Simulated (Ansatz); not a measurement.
## Several settings converged on Lu₃GaC (P4mm, 5 atoms in the cell)

```
Lu3GaC
1.0
    4.69981     0.00000     0.00000
    0.00000     4.69981     0.00000
    0.00000     0.00000     4.69981
Lu Ga C
3 1 1
Direct
  0.51064   0.00000   0.00000
  0.00000   0.50000   0.00000
  0.00000   0.00000   0.50000
  0.50000   0.50000   0.50000
  0.00000   0.00000   0.00000
```

Base method: LDA (PW92), default PAW files made with PBE (plane waves; Ansatz, a program for electronic structure).

Base settings: basis.ecutwfc = 420 eV; kpoints.mp_grid.grid = 7 7 7; hamiltonian.xc = lda; hamiltonian.pseudopotentials = {kind: paw} (the program's default PAW files); scf.occupations.method = fermi_dirac; scf.occupations.width = 0.1 eV.

The count of work is k-points × plane waves × bands × iterations; it is no time. Core times come from one kind of shared machine, to one figure; runs under 30 s give none.

**Shifted k-point meshes**

In this ladder: kpoints.mp_grid.shift = 0.5 0.5 0.5.

Only quantities that move along the ladder and can be compared are tabulated.

| kpoints.mp_grid.grid | free energy less the last step's (meV/atom) | pressure (GPa) | largest difference of a force vector from the last step's (eV/Å) | count of work / last |
|---|---|---|---|---|
| 1 1 1 | -424.23 | -1.57 | 0.427 | 0.0051 |
| 2 2 2 | -133.03 | -5.72 | 0.030 | 0.0051 |
| 3 3 3 | -13.32 | -5.80 | 0.016 | 0.028 |
| 5 5 5 | -1.66 | -5.81 | 0.004 | 0.075 |
| 7 7 7 | -0.32 | -5.79 | 0.001 | 0.17 |
| 14 14 14 | 0.00 | -5.78 | 0.000 | 1.0 |

Coarsest kpoints.mp_grid.grid that holds the free energy within 1 meV/atom of the last step, with all finer ones: 7 7 7, at 0.17 of the last step's count of work; the step before is off by 1.7 meV/atom.

Coarsest kpoints.mp_grid.grid that holds the forces within 0.02 eV/Å of the last step, with all finer ones: 3 3 3, at 0.028 of the last step's count of work; the step before is off by 0.030 eV/Å.

Coarsest kpoints.mp_grid.grid that holds the pressure within 0.2 GPa of the last step, with all finer ones: 2 2 2, at 0.0051 of the last step's count of work; the step before is off by 4.2 GPa.

**The k-point mesh at a smearing width of 0.05 eV**

In this ladder: scf.occupations.width = 0.05 eV.

The second cell is the first with its lattice scaled by 0.98.

Only quantities that move along the ladder and can be compared are tabulated.

```tsv
kpoints.mp_grid.grid	free energy less the last step's (meV/atom)	energy of the compressed cell less the first (meV/atom)	pressure (GPa)	largest difference of a force vector from the last step's (eV/Å)	count of work / last	core time / last (rough)
3 3 3	12.68	-22.89	-5.61	0.026	0.017	–
4 4 4	8.91	-23.29	-5.63	0.019	0.057	–
5 5 5	2.33	-24.02	-5.71	0.003	0.062	–
8 8 8	0.44	-24.67	-5.77	0.001	0.26	0.3
11 11 11	0.06	-24.72	-5.78	0.000	0.44	0.4
14 14 14	0.00	-24.72	-5.78	0.000	1.0	1
```

Coarsest kpoints.mp_grid.grid that holds the forces within 0.02 eV/Å of the last step, with all finer ones: 4 4 4, at 0.057 of the last step's count of work; the step before is off by 0.026 eV/Å.

Coarsest kpoints.mp_grid.grid that holds the energy of the compressed cell less the first within 1 meV/atom of the last step, with all finer ones: 5 5 5, at 0.062 of the last step's count of work; the step before is off by 1.4 meV/atom.

Coarsest kpoints.mp_grid.grid that holds the pressure within 0.05 GPa of the last step, with all finer ones: 8 8 8, at 0.26 of the last step's count of work and about 0.3 of the last step's time; the step before is off by 0.07 GPa.

The energy difference between the two cells stays within 1 meV/atom of the last step's from 5 5 5 on, the total only from 8 8 8 on: much of the error is common to both cells and cancels.

On the base run: the starting cell comes from a database of computed structures (which also holds hypothetical and non-ambient phases and stackings), without a prior relaxation at this level. Its lattice was rescaled by up to half a per cent. One atom was moved a little off its site on purpose. In the base run, with a pressure of about -6 GPa the cell is away from its equilibrium volume at this level. Ansatz's pressure includes its estimate of the finite-basis (Pulay) stress.

Keys are those of Ansatz 0.2.
